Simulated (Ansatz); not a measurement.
Cs2AgBiBr6 (model structure, started from the double perovskite type, Fm-3m, No. 225, 10 atoms in the cell) was calculated with PBE (plane waves, PAW; Ansatz, a quantum-chemistry and plane-wave program).

Numerical settings: plane-wave cutoff 500 eV, 6×6×6 k mesh, Fermi–Dirac smearing 0.05 eV, no spin polarisation, scalar-relativistic PAW data made under PBE.

Cell (relaxed at this level):

AgBiCs2Br6 is modelled in the cubic space group Fm-3m (No. 225), Pearson symbol cF40. Lattice parameters: a = 11.4768 Å, b = 11.4768 Å, c = 11.4768 Å, α = 90.00°, β = 90.00°, γ = 90.00°. Cs on 8c is surrounded by 12 Br at 4.058 Å (cuboctahedral). Ag on 4b is surrounded by 6 Br at 2.854 Å (octahedral). Bi on 4a is surrounded by 6 Br at 2.885 Å (octahedral). Br on 24e has 1 Ag at 2.854 Å and 1 Bi at 2.885 Å and 4 Cs at 4.058 Å (octahedral). (Neighbours: up to the widest gap in distance over summed covalent radii, below 1.35, at either atom; cation-cation and far metal-metal contacts left out.)
(The calculation used a cell of 10 atoms; values per cell refer to that cell.)

Estimate the band gap that the calculation returns.


* **band gap**: 1.32 eV (on the SCF k mesh)

Spin–orbit coupling is not included; with these elements it can move the gap by several tenths of an eV or more.

The computed numbers hold no vibrational or temperature effects.

A model structure was made by putting elements into a prototype or built by hand; here it ended with the formula and space group of a phase in our tables.
